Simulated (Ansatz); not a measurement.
Input and output of a zone-centre phonon calculation for Sc (P4/nmm, 4 atoms in the cell) (Ansatz, a program for electronic structure).

Computed with LDA (PW92), default PAW files made with PBE (plane waves; Ansatz).

```xyz
4
Lattice="5.4389 0.0000 0.0000 0.0000 5.4389 0.0000 0.0000 0.0000 3.4455" Properties=species:S:1:pos:R:3 pbc="T T T"
Sc     2.7195     2.7195     0.0000
Sc     0.0000     0.0000     0.0000
Sc     2.7195     0.0000     1.8353
Sc     0.0000     2.7195     1.6102
```

Reference input (self-consistent single point, DFT, LDA (PW92), plane waves, default PAW files made with PBE): basis.ecutwfc = 420 eV; kpoints.mp_grid.grid = 6 6 10; hamiltonian.xc = lda; hamiltonian.pseudopotentials = {kind: paw} (the program's default PAW files); scf.occupations.method = gaussian; scf.occupations.width = 0.1 eV. This run's input differs from it in these lines:

Ansatz 0.2 input:
```diff
@@ -11,3 +11,3 @@
 basis:
-  ecutwfc: 420.0 eV
+  ecutwfc: 250.0 eV
 kpoints:
@@ -23,6 +23,4 @@
     width: 0.1 eV
-output:
-  forces: true
-  eigenvalues: true
-  stress: true
+phonons:
+  method: dfpt
```

The program printed (abridged):

```
SCF iter   1: F=—  HF=-8353.925637 eV  |F-HF|=—  |Δ(HF+E_count)|=         —  Δρ=1.24e-2  dr2=6.18e-2  ethr=1.77e-3  ⟨swp⟩=4.0  Hψ=20949  notcnv=0
all-band conjugate gradients solve this SCF's bands
automatic band count: the SCF goes on with 32 bands, as 27 were too few: they end inside the smearing window of the response
preconditioner: auto → Kerker (q_TF=auto, 2.372 Å⁻¹)
   [... lines left out ...]
SCF iter   6: F=—  HF=-8353.888612 eV  |F-HF|=—  |Δ(HF+E_count)|=   7.27e-7  Δρ=3.83e-6  dr2=1.17e-8  ethr=1.27e-9  ⟨swp⟩=1.0  Hψ=2859  notcnv=0  defer=235
SCF iter   7: F=—  HF=-8353.888612 eV  |F-HF|=—  |Δ(HF+E_count)|=  9.51e-10  Δρ=1.08e-6  dr2=6.82e-10  ethr=2.67e-11  ⟨swp⟩=2.0  Hψ=4509  notcnv=0  defer=235
SCF iter   8: F=—  HF=-8353.888612 eV  |F-HF|=—  |Δ(HF+E_count)|=  1.75e-10  Δρ=1.77e-7  dr2=3.53e-11  ethr=1.55e-12  ⟨swp⟩=2.2  Hψ=4598  notcnv=0  defer=235
SCF iter   9: F=-8353.888612 eV  HF=-8353.888612 eV  |F-HF|=0.00e0  |Δ(HF+E_count)|=    0.00e0  Δρ=3.60e-8  dr2=1.15e-12  ethr=1.00e-12  ⟨swp⟩=7.7  Hψ=10635  notcnv=0
SCF 1 converged in 9 iterations: F = -8353.888612 eV  dr2 = 1.15e-12
DFPT response loops at Γ: preconditioner auto → Kerker (q_TF=auto, 2.372 Å⁻¹) (partly filled bands, converged f_vac=0.000) …
Free energy (F): -8353.888612 eV
Internal energy: -8353.833986 eV  (E = F + TS)
E sigma→0 (E₀):  -8353.861299 eV
Entropy (-TS):   -0.054626 eV (-13.657 meV/atom)
Fermi energy:    8.709224 eV
--- Phonons (Γ-DFPT): 4 representative perturbations + reference, on 96 of 360 k-points (Σ response iterations 12) ---
  k mesh reduced under 4 symmetry operations, with k and −k counted as one. Each operation leaves every solved displacement unchanged or reverses it
  ASR residual: 2.056e-5 → 0.000e0 eV/Å²; symmetrization residual: 6.079e-7 eV/Å²
  ASR residual per site (eV/Å²): 1.21e-5 1.21e-5 2.06e-5 2.06e-5
  Γ frequencies (cm⁻¹): -110.92 -110.92 0.00 0.00 0.00 111.33 117.62 163.15 163.15 195.33 195.33 205.64
  non-analytic LO–TO correction: not included (Born effective charges unavailable; polar crystals: no LO–TO splitting at Γ)
```

The run converged in 9 iterations. 

Summary of the result:
| Item | Value |
|---|---|
| Free energy E − TS (on the zero of these files) | -8353.8886 eV |
| Fermi level (on the code's own zero) | 8.71 eV |
| Zone-centre frequencies (cm⁻¹; negative means imaginary) | -111, -111, 0, 0, 0, 111, 118, 163, 163, 195, 195, 206 |

The starting cell comes from a database of computed structures (which also holds hypothetical and non-ambient phases and stackings), without a prior relaxation at this level. Its lattice was rescaled by up to half a per cent. The cutoff lies below the one recommended for these files.

Cost on one core of a shared machine: roughly 70 s.
